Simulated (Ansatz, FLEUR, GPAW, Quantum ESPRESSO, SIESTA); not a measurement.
Code comparison for CuSn₃ (P6_3/mmc, 8 atoms in the cell)

Self-consistent single point, at a second geometry (lattice scaled by 0.98). First geometry:

```xyz
8
Lattice="6.6229 0.0000 0.0000 -3.3114 5.7356 0.0000 0.0000 0.0000 5.0048" Properties=species:S:1:pos:R:3 pbc="T T T"
Cu     3.3114     1.9119     1.2512
Cu     0.0000     3.8237     3.7536
Sn     1.7121     0.9885     3.7536
Sn     1.5993     4.7471     1.2512
Sn     0.0000     1.9770     1.2512
Sn     3.3114     3.7586     3.7536
Sn     4.9107     0.9885     3.7536
Sn    -1.5993     4.7471     1.2512
```

Shared settings, as Ansatz (a program for electronic structure) writes them: kpoints.mp_grid.grid = 3 3 4; scf.occupations.method = gaussian; scf.occupations.width = 0.1 eV. Potentials and cutoffs stand in the table.

| code | model | ΔF from the first geometry (meV/atom) | pressure (GPa) | largest force (eV/Å) | cutoff |
|---|---|---|---|---|---|
| FLEUR | PBEsol, all-electron FLAPW (FLEUR), scalar-relativistic valence | – | – | 0.265 | Kmax 3.8 1/bohr |
| Ansatz | PBEsol, PAW files made with PBE | -3.5 | 1.54 | 0.265 | 420 eV |
| Quantum ESPRESSO | PBEsol, PseudoDojo standard norm-conserving (PBESOL) pseudopotentials | -4.1 | 1.50 | 0.263 | 95 Ry |
| GPAW | PBEsol, GPAW PAW datasets PBEsol (made by gpaw-setup) | -4.2 | 1.40 | 0.257 | 850 eV |
| SIESTA | GGA PBEsol, numerical atomic orbitals DZP, PseudoDojo PBEsol standard norm-conserving potentials (rewritten from UPF to PSML) | 2.1 | 2.46 | 0.272 | grid 350 Ry |

A dash marks a value that a program does not give, or that is left out as unsure.

On Ansatz's run: spin polarisation is off.

The spread over the programs that give each value: ΔF from the first geometry within 6.3 meV/atom; pressure within 1.06 GPa; largest force within 0.015 eV/Å.

SIESTA uses small atom-centred bases, whose incompleteness enters pressures, forces and empty levels differently from a plane-wave cutoff. FLEUR treats all electrons, but the usual bases taken here (sphere radii, linearisation, local orbitals, empty states) were not tested for convergence, so the values are no reference for the others. Ansatz's pressure is given at a fixed set of plane waves, as the other plane-wave codes print theirs.

The starting cell comes from a database of computed structures (which also holds hypothetical and non-ambient phases and stackings), without a prior relaxation at this level. For this run, on top of that: lattice scaled by 0.98.

Left out of this page: CP2K (unsound by tests on forces, stress, charge or solver warnings).

Keys are those of Ansatz 0.2.
